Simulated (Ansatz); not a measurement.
## Carrier properties of ZnSe (F-43m)

```
CELL_PARAMETERS angstrom
      0.00000     2.83265     2.83265
      2.83265     0.00000     2.83265
      2.83265     2.83265     0.00000
ATOMIC_POSITIONS crystal
  Zn 0.00000 0.00000 0.00000
  Se 0.75000 0.75000 0.75000
```

The numbers are results of r2SCAN with spin-orbit coupling, rigid bands (plane waves, PAW; Ansatz, an electronic-structure program), not measurements. Geometry: cell and atoms relaxed with r2SCAN.

* **band gap**: 1.75 eV
* **electron conductivity mass (300 K, dilute)**: 0.133 mₑ
* **hole conductivity mass (300 K, dilute)**: 0.68 mₑ
* **effective density of states N_c (300 K)**: 1.2e18 cm⁻³
* **effective density of states N_v (300 K)**: 2.8e19 cm⁻³
* **density-of-states mass, electrons**: 0.132 mₑ
* **density-of-states mass, holes**: 1.07 mₑ
* **Seebeck coefficient, n-type 1e19 cm⁻³, 300 K**: -81 μV/K
* **Seebeck coefficient, p-type 1e19 cm⁻³, 300 K**: 304 μV/K

Rigid bands; masses and Seebeck coefficients take one relaxation time τ for all states and one kind of carrier; polarons and phonon drag are left out.
